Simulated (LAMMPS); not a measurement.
Atomistic model of a slab of CdTe (zinc blende) cut on the (110) plane, one half shifted rigidly along [001] and [1-10] of the cubic cell, atoms relaxed along the normal alone.

Computed with classical force field (static), pair style sw, file CdTe.sw (LAMMPS).

```yaml
largest_energy_on_the_surface: 989 mJ/m²
largest energy on the line along [001]: 989 mJ/m²
cost: roughly 1.2 core-seconds
```

Potential: file CdTe.sw of the LAMMPS distribution; its header cites Wang, Stroud and Markworth, Phys Rev B, 40, 3129 (1989).

```csv
"shift along [001], in periods of 6.506 Å",γ (mJ/m²)
0.000,0.000
0.08333,174
0.1667,584
0.2500,839
0.3333,945
0.4167,982
0.5000,989
0.5833,982
0.6667,945
0.7500,839
0.8333,584
0.9167,174
1.000,0.000
```
